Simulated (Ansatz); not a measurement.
GaAs (model structure, within 0.1 Å of Fm-3m, No. 225, 8 atoms in the cell)

All values below come from PBEsol (PAW; Ansatz, a first-principles code).

Settings: plane-wave cutoff 520 eV, 6×16×14 k mesh (along the axes of the cell as run), Fermi–Dirac smearing 0.05 eV, scalar-relativistic PAW data made under PBE.

Cell (relaxed at this level):

```
CELL_PARAMETERS angstrom
     10.60017     0.00000     0.00000
      0.00000     3.75832     0.00000
      0.00000     0.00000     3.74426
ATOMIC_POSITIONS crystal
  Ga 0.12500 0.25000 0.25044
  Ga 0.37500 0.75000 0.75044
  Ga 0.87500 0.75000 0.74956
  Ga 0.62500 0.25000 0.24956
  As 0.87500 0.25000 0.24960
  As 0.62500 0.75000 0.74960
  As 0.12500 0.75000 0.75040
  As 0.37500 0.25000 0.25040
```

```json
{
 "band_gap": "none",
 "bulk_modulus": "82.3 GPa"
}
```

Note: the bulk modulus is −V dP/dV from two relaxed cells at ±2 % in volume.

Spin–orbit coupling is not included.

Computed values are for the static lattice.

A model structure was made by putting elements into a prototype or built by hand; it is no filed structure, need not be a known phase, and can be a saddle point held by its symmetry.
